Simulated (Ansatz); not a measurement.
The parent structure is Sr in the fcc (Cu type) structure (space group Fm-3m, No. 225; a = 6.100 Å). Axes: x, y, z lie along the cube axes.

Structures relaxed with DFT with r2SCAN, PAW potentials and a 500 eV plane-wave cutoff in Ansatz (a first-principles code), no spin-orbit coupling.

Base:

Simulated powder pattern, Cu Kα1, λ = 1.54056 Å (kinematic, ideal powder, no thermal factors, no anomalous dispersion; the 10 strongest lines at most, above 2 %, up to 2θ = 90°):

```csv
2θ (°),I/Imax (%),hkl
25.27,100,(111)
29.26,52,(200)
41.85,39,(220)
49.52,47,(311)
51.88,14,(222)
60.68,6.3,(400)
66.79,19,(331)
68.77,17,(420)
76.43,13,(422)
82.01,14,(333)
```

After one change:

Simulated powder pattern, Cu Kα1, λ = 1.54056 Å (kinematic, ideal powder, no thermal factors, no anomalous dispersion; the 10 strongest lines at most, above 2 %, up to 2θ = 90°):

| 2θ (°) | I/Imax (%) |
|---|---|
| 25.29 | 100 |
| 29.06 | 18 |
| 29.39 | 34 |
| 41.81 | 26 |
| 42.05 | 13 |
| 49.28 | 16 |
| 49.71 | 31 |
| 51.93 | 14 |
| 66.74 | 13 |
| 76.67 | 8.6 |

Name the change that was made.
(A) isotropic strain −4.41 %
(B) isotropic strain −4.65 %
(C) isotropic strain +1.14 %
(D) biaxial strain −0.45 %, plane normal [001], relaxed out of plane

D, biaxial strain −0.45 %, plane normal [001], relaxed out of plane. Its volume per atom is 56.60 Å³ against 56.74 Å³, and its space group is I4/mmm (No. 139).

Whether these cells are dynamically stable was not tested.
